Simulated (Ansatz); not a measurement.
The starting structures come from a database of crystals and need not be the phases stable at ambient conditions.

 Where the default PAW files enter, the runs use the earlier of Ansatz's two default sets.

Tunnelling through a barrier is set by its complex band structure: the current falls as exp(−2κd) with the smallest κ.

Consider the following.

```
CELL_PARAMETERS angstrom
      7.33273     0.00000     0.00000
      3.03223     6.67642     0.00000
      2.15025    -3.33821    12.01599
ATOMIC_POSITIONS crystal
  Ge 0.25683 0.24317 0.50000
  Ge 0.00683 0.99317 0.00000
  Ge 0.23341 0.51167 0.77956
  Ge 0.26789 0.98703 0.22044
  Ge 0.73833 0.01659 0.27956
  Ge 0.26297 0.98211 0.72044
  Se 0.01967 0.54205 0.65254
  Se 0.11049 0.32779 0.34746
  Se 0.70795 0.23033 0.15254
  Se 0.92221 0.13951 0.84746
  Se 0.59832 0.22404 0.46824
  Se 0.24420 0.93344 0.53176
  Se 0.02596 0.65168 0.96824
  Se 0.31656 0.00580 0.03176
  Se 0.46845 0.15517 0.76192
  Se 0.60675 0.76963 0.23808
  Se 0.09483 0.78155 0.26192
  Se 0.48037 0.64325 0.73808
```

Space group of this cell: Fdd2. The cell is taken as given; by PBEsol its mean pressure is -1.9 GPa.

Transport runs along the normal of the first two printed cell vectors.

The gap is the functional's own. No spin-orbit coupling. Mid-gap values are interpolated on the energy grid.

Task: Predict the band gap and the smallest decay constant κ at mid-gap from PBEsol (Ansatz, a first-principles code).

Result: Gap 1.29 eV on a 6×6×6 mesh; κ = 0.164 1/Å, at the zone centre.
